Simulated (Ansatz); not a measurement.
Consider CuI in the zinc blende structure (space group F-43m, No. 216; a = 5.8619 Å).

Level of theory: LDA (Ansatz, a first-principles code), no SOC.

For the base:

| Quantity | Result |
|---|---|
| Band gap | 1.22 eV |

The change: every lattice vector is stretched by 0.50 %, atoms relaxed at fixed cell.

**Question.** Estimate the effect on the energy relative to the base.

**Answer.** The energy grows by 1.0 meV/atom.

**Question.** What happens to the band gap?

**Answer.** The band gap shrinks by 0.045 eV (1.22 eV → 1.18 eV).

With I present, leaving out spin-orbit coupling can change the band edges. The cells carry an imposed strain or load. Whether these cells are dynamically stable was not tested. The final runs are not spin-polarised.
